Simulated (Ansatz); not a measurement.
The reference is Zn in the hcp (Mg type) structure (space group P6_3/mmc, No. 194; a = 2.618 Å, c = 4.843 Å; relaxed with 0.1 eV smearing). Axes: x lies along a and z along c of the hexagonal cell.

Level of theory: r2SCAN (Ansatz, a quantum-chemistry and plane-wave program; PAW; 500 eV plane waves; no spin-orbit coupling).

Base values:

| Property | Value |
|---|---|
| Shortest interatomic distance | 2.618 Å |
| Band gap | zero |

Perturbation: a pure shear with ε_xy = ε_yx = -0.0170, atoms relaxed at fixed cell.

Task: What does the calculation give for the shortest interatomic distance, energy relative to the base and band gap after the change?

Result: The shortest interatomic distance falls by 0.038 Å (2.618 Å → 2.580 Å); the energy grows by 4.4 meV/atom; the band gap remains zero.

The cells carry an imposed strain or load. Stability against distortions was not tested.
